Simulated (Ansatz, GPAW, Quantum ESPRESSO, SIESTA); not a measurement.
## ZnRh₃ (I4/mmm, 4 atoms in the cell) computed with different codes at matched settings

Self-consistent single point.

```yaml
crystal:
  lattice:
    - [-1.85828, 1.85828, 3.70863]
    - [1.85828, -1.85828, 3.70863]
    - [1.85828, 1.85828, -3.70863]
  atoms:
    - { symbol: Zn, position: [0.00000, 0.00000, 0.00000] }
    - { symbol: Rh, position: [0.75000, 0.25000, 0.50000] }
    - { symbol: Rh, position: [0.25000, 0.75000, 0.50000] }
    - { symbol: Rh, position: [0.50000, 0.50000, 0.00000] }
```

All programs got the same cell, k-point mesh and kind of occupations (in Ansatz's words: kpoints.mp_grid.grid = 11 11 11; scf.occupations.method = gaussian; scf.occupations.width = 0.0037 Ry); potentials, basis and cutoffs are each program's usual ones.

```csv
code,model,pressure (GPa),k-points,cutoff
SIESTA,"LDA PW92, numerical atomic orbitals DZP, PseudoDojo LDA standard norm-conserving potentials (rewritten from UPF to PSML)",7.84,666,grid 350 Ry
Ansatz,"LDA (PW92), PAW files made with PBE",5.49,126,default
GPAW,"LDA (Perdew-Wang 92), GPAW PAW datasets LDA (gpaw-data 1.0.1)",6.70,126,800 eV
Quantum ESPRESSO,"LDA (PZ), GBRV 1.5 ultrasoft (LDA) pseudopotentials",6.14,126,50 Ry
```

The spread over the programs that give each value: pressure within 2.35 GPa.

The starting cell comes from a database of computed structures (which also holds hypothetical and non-ambient phases and stackings), without a prior relaxation at this level. Its lattice was rescaled by a random factor within 2.5 % of one. On Ansatz's run: Spin polarisation is off. In the base run, with a pressure of about 6 GPa the cell is away from its equilibrium volume at this level.

Problem. Why do the programs differ, and what cannot be compared?

Solution. Differences of this kind can come from the potentials, where these differ, and from what each basis and cutoff leave unconverged. The valence holds different numbers of electrons (SIESTA 71, Ansatz (a program for electronic structure) 63, GPAW 57, Quantum ESPRESSO 65). The zero of total energies and Fermi levels follows the potentials and each program's conventions, so they are not compared here. SIESTA uses small atom-centred bases, whose incompleteness enters pressures, forces and empty levels differently from a plane-wave cutoff. Ansatz's pressure is given at a fixed set of plane waves, as the other plane-wave codes print theirs; with its correction for the finite basis it is 5.58 GPa. Ansatz's smearing width was typed in Ry to four decimals, so it matches the others to a few per cent. The same LDA comes in different parametrisations, which differ slightly. The programs reduce the same mesh by symmetry to different extents, which changes the work and not the result. In the pressure, SIESTA (by 1.70) lies more than 1 GPa from the median of the plane-wave programs.

Left out of this page: ABINIT (stopped by limits of time or memory); Elk and FLEUR (not drawn, or without a comparable value).

Keys are those of Ansatz 0.2.
